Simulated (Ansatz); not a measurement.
Effect of uniaxial stress, 1 GPa compression along x on HgTe

The parent structure is HgTe in the zinc blende structure (space group F-43m, No. 216; a = 6.510 Å). Axes: x, y, z lie along the cube axes.

Now apply this change: uniaxial stress, 1 GPa compression along x; all other stress components relax to zero.

Calculations: Ansatz (a first-principles code) PBEsol, no SOC, earlier PAW set. k-mesh 9×9×9 (Γ-centred); smearing 0.05 eV (Fermi–Dirac).

```tsv
quantity	base	changed	shift
volume per atom	34.49 Å³	34.15 Å³	-0.333 Å³
space group	F-43m (No. 216)	I-4m2 (No. 119)	–
shortest interatomic distance	281.9 pm	281.3 pm	-0.6 pm
energy relative to the base (free energy F)	0 meV/atom	+5.9 meV/atom	+5.9 meV/atom
band gap (uncertain: the edges found look like a band crossing or inverted bands; the changed cell)	zero	0.05 eV	–
strain response (xx, yy, zz) (rough)	–	(−5.08, +2.15, +2.15) %	–
```

Final structure:

```
HgTe
1.0
    0.00000     3.32483     3.32483
    3.08947     0.00000     3.32483
    3.08947     3.32483     0.00000
Te Hg
1 1
Direct
  0.75000   0.75000   0.75000
  0.00000   0.00000   0.00000
```

Without a gap, meshes like the base's 9×9×9 leave anisotropic stresses uncertain by several tenths of a GPa, and small strain energies with them. Spin-orbit coupling, missing from the scalar runs, can matter with Hg and Te. Beyond what the load breaks, stability against distortions was not tested. The final runs are not spin-polarised. The zero or small gap of HgTe can change with the level of theory.
